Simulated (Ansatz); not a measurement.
Ag₃In (Pm-3m, No. 221, 4 atoms in the cell; start mp-30343), treated with LDA (Ansatz, a program for electronic structure, plane waves, PAW).

Settings: plane-wave cutoff 520 eV, 14×14×14 k mesh, Fermi–Dirac smearing 0.05 eV, no spin polarisation, scalar-relativistic PAW data made under PBE.

Cell (relaxed at this level):

```xyz
4
Lattice="4.0857 0.0000 0.0000 0.0000 4.0857 0.0000 0.0000 0.0000 4.0857" Properties=species:S:1:pos:R:3 pbc="T T T"
In     0.0000     0.0000     0.0000
Ag     0.0000     2.0429     2.0429
Ag     2.0429     0.0000     2.0429
Ag     2.0429     2.0429     0.0000
```

Predict the bulk modulus B0.


* **bulk modulus B0**: 121 GPa

The run finds no gap.

Note: the bulk modulus is −V dP/dV from two relaxed cells at ±2 % in volume; the relaxation could not lower the start's symmetry, so the cell can be a saddle point above a distorted one.

Spin–orbit coupling is not included.

Computing time: about 80 core-seconds (a rough figure).

A start named mp-… is a Materials Project structure, which need not be a measured phase.
